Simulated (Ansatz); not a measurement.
Fermi-surface data of BeAu (P2_13)

Data:

```
AuBe
1.0
    4.66054     0.00000     0.00000
    0.00000     4.66054     0.00000
    0.00000     0.00000     4.66054
Be Au
4 4
Direct
  0.15397   0.34603   0.65397
  0.34603   0.65397   0.15397
  0.65397   0.15397   0.34603
  0.84603   0.84603   0.84603
  0.84578   0.65422   0.34578
  0.65422   0.34578   0.84578
  0.34578   0.84578   0.65422
  0.15422   0.15422   0.15422
```

Computed with r2SCAN, rigid bands (plane waves, PAW, scalar-relativistic; Ansatz, a quantum-chemistry and plane-wave program). Condition of this run: functional r2SCAN on the same cell. How the cell was made: cell and atoms relaxed with PBEsol.

```
Item                                                             Result
------------------------------------  ---------------------------------
density of states at the Fermi level  2.20 states/(eV·cell), both spins
bare Sommerfeld coefficient                   0.65 mJ/(mol of atoms·K²)
Drude plasma energy                                              5.2 eV
root-mean-square Fermi velocity                               7.0e5 m/s
resistivity times τ                                   17.8 ×10⁻²² Ω·m·s
```

A metal at this level (no band gap); rigid bands, thermally averaged at 300 K, both spins. Spin-orbit coupling is left out, which matters with elements this heavy. τ is one relaxation time for all states.

Formula and space group known from diffraction (Crystallography Open Database), not checked to be the room-temperature form: BeAu (P2_13).
